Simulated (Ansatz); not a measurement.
CsCl-type TiCo was calculated with PBE0-D3(BJ) (Ansatz, an electronic-structure program, plane waves, PAW).

Run with plane-wave cutoff 460 eV, 10×10×10 k mesh, Fermi–Dirac smearing 0.05 eV, no spin polarisation, scalar-relativistic PAW data made under PBE.

Computed points:

```
V (Å³/atom)  E − E_lowest (meV/atom)  P (GPa)
-----------  -----------------------  -------
11.566                         23.23    12.93
11.871                          5.28     6.05
12.095                          0.00     1.52
12.480                          4.66    -5.28
12.674                         12.90    -8.34
```

Problem. Estimate the bulk modulus from the pressures at 12.095 and 12.480 Å³/atom, and compare it with a fit to all energies.

Solution. B = −V dP/dV. Between V = 12.095 and 12.480 Å³/atom, dP/dV = (-5.28 − (1.52))/(12.480 − 12.095) = -17.7 GPa per Å³/atom; at the midpoint 12.288 Å³/atom this gives B ≈ 217 GPa. The third-order Birch–Murnaghan fit gives V0 = 12.177 Å³/atom, B0 = 226 GPa, B′ = 4.2, which lies 4 % above that estimate.

Measured, for comparison: bulk modulus 154 GPa, equilibrium volume per atom 13.43 Å³/atom (room temperature, not corrected to a static lattice; as tabulated in Yamada et al. (2019), arXiv:1910.09660). Computed (rounded) less measured: bulk modulus +47 %, equilibrium volume per atom -9.3 %.

Note: the run has no spin polarisation, so it can have missed a magnetic state.

Static lattice: no zero-point or thermal effects.
